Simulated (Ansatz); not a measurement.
The parent structure is In$_{2}$O$_{3}$ (space group P-3m1, No. 164; a = 3.4191 Å, c = 6.0937 Å; a hypothetical phase, not in the database extracts checked).

Now apply this change: the cell is scaled by 0.9405 in all directions; the atoms relax in the strained cell.

Levels (all Ansatz, an electronic-structure program, PAW): PBEsol (420 eV, without spin-orbit coupling); r2SCAN (500 eV, no SOC).

The geometry is relaxed with PBEsol.

```
Quantity                         Value
--------------------------  ----------
PBEsol band gap                1.69 eV
PBEsol smallest direct gap     1.96 eV
PBEsol pressure             449.5 kbar
```

Q: What does r2SCAN give at this geometry for the band gap, smallest direct gap and pressure?

A: The band gap increases by 0.635 eV, from 1.69 eV to 2.32 eV; the smallest direct gap rises by 0.63 eV (1.96 eV → 2.59 eV); the pressure increases by 19.5 kbar (449.5 kbar → 469.0 kbar).

Single points use the geometry relaxed with PBEsol. Their cutoffs differ, which shifts pressures a little. Stability against distortions was not tested. The base started in P3m1 and relaxed to P-3m1 at this level.
